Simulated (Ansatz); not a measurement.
Ti on the 1x1 (110) surface of zinc-blende GaAs (cut with top plane As + Ga), one in a 2x1 cell, energies for each (46.7 Å²). Energies are against an atom of hcp Ti, without zero-point or thermal terms; each row is named by its start.

Host crystal: zinc-blende GaAs, with a band gap (PBE, scalar-relativistic without spin-orbit coupling).

Calculation: PBE (plane waves to 420 eV, PAW; Ansatz, a quantum-chemistry and plane-wave program).

Slab: 21 atoms, 8.6 Å thick at the start under the adsorbate (thin: gaps and levels are the slab's own); k 3x4x1, smearing 0.01 eV, dipole-corrected; 8 atoms held, the rest relaxed; each run with such symmetry as its start has; spin-polarised, no spin-orbit, no U, no dispersion correction.

A negative adsorption energy means that the adsorbate is more stable on the surface than in its reference. Starts that drift may end in the same place. Heights count from the host atoms within 0.3 Å of the top one.

| starting site | E_ads (eV) | height (Å) | nearest host atom (Å) | bonded to | change of the vacuum step (eV) | lateral drift (Å) | moment (μB) |
|---|---|---|---|---|---|---|---|
| top As | 2.52 | 1.37 | As 2.29 | As + 2 Ga | -1.88 | 1.5 | 0.0 |
| top Ga (the adsorbate ended below the top plane of the host) | 0.30 | -0.71 | As 2.40 | 3 As + 4 Ga | -0.07 | 2.8 | 0.0 |
| hollow As-As-Ga-Ga (the adsorbate ended below the top plane of the host) | 0.86 | -0.52 | As 2.52 | 4 As + 3 Ga | -0.01 | 0.0 | 0.0 |
| hollow beside As | 2.52 | 1.22 | As 2.29 | As + 2 Ga | -1.88 | 0.3 | 0.0 |
| bridge As-Ga (span 5.0 Å) (the adsorbate ended below the top plane of the host) | 0.30 | -0.71 | As 2.40 | 3 As + 4 Ga | -0.07 | 1.2 | 0.0 |
